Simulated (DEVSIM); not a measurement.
Device: abrupt Si n-p junction, at 300 K.

Layer 1 from the left is Si, thickness (μm) 0.370, Nd (cm⁻³) 7.9e16, τn (s) 4.3e-7, τp (s) 4.3e-7. Layer 2 from the left is Si, thickness (μm) 21.0, Na (cm⁻³) 3.6e17, τn (s) 4.3e-7, τp (s) 4.3e-7.

Left contact: ohmic. Right contact: ohmic. Voltage is applied to the left contact. Recombination: SRH at mid-gap, Auger. Mobility is μmin + (μ − μmin)/(1 + (N/Nref)^α).

The device is made up for the run: typed textbook-type constants, with dimensions and the other settings drawn at random. Values at 300 K.

Si: gap (eV) 1.124, affinity (eV) 4.05, permittivity 11.7, Nc (cm⁻³) 2.86e19, Nv (cm⁻³) 3.1e19, μn (cm²/Vs) 1417, μp (cm²/Vs) 470, μn,min 52, μp,min 45, Nref,n 9.7e16, Nref,p 2.2e17, αn 0.68, αp 0.72, Cn (cm⁶/s) 2.8e-31, Cp (cm⁶/s) 9.9e-32.

Model (solved in DEVSIM): 1D drift-diffusion, Boltzmann statistics, complete ionisation; no tunnelling, impact ionisation, image-force lowering or self-heating.

Dark forward current:

```
|V| (V)  |J| (A/cm²)
-------  -----------
0.05        3.657e-9
0.10        1.481e-8
0.15        5.758e-8
0.20        2.602e-7
0.25        1.399e-6
0.30        8.493e-6
0.35        5.500e-5
0.40       0.0003667
0.45        0.002475
0.50         0.01677
0.55          0.1137
0.60          0.7677
0.65           5.053
0.70           29.18
0.75           113.9
0.80           275.2
0.85           488.8
0.90           735.3
0.95            1006
1.00            1295
1.05            1603
1.10            1927
1.15            2267
```

Question: Work out the local ideality factor n = ΔV / (kT/q · ln(J2/J1)) between the rows 0.15 and 0.20 V, 0.50 and 0.55 V, 1.10 and 1.15 V.

Answer: kT/q = 25.85 mV. From 0.15 to 0.20 V: ln(2.602e-7/5.758e-8) = 1.508, n = 1.28. From 0.50 to 0.55 V: ln(0.1137/0.01677) = 1.914, n = 1.01, near the 1 of diffusion or emission over a barrier. From 1.10 to 1.15 V: ln(2267/1927) = 0.162, n = 11.90.

Question: Estimate the current at 0.45 V from the Shockley equation with J0 = Σ q ni² D/(N L) coth(W/L), τ joining the SRH, radiative and Auger lifetimes that are on, and W taken as the whole layer.

Answer: ni² = 1.16e20 cm⁻⁶; holes in the n layer: μ = 332 cm²/Vs, D = 8.59 cm²/s, τ = 4.30e-7 s, L = 19.2 μm, W/L = 0.019, term 5.46e-11 A/cm²; electrons in the p layer: μ = 449 cm²/Vs, D = 11.6 cm²/s, τ = 4.28e-7 s, L = 22.3 μm, W/L = 0.94, term 3.65e-13 A/cm². J0 = 5.49e-11 A/cm², and J = J0 exp(qV/kT) = 0.00200 A/cm². The simulation gives 0.00248 A/cm²; the estimate lies 19 % below. The estimate leaves out recombination in the depletion region and that region's share of W.
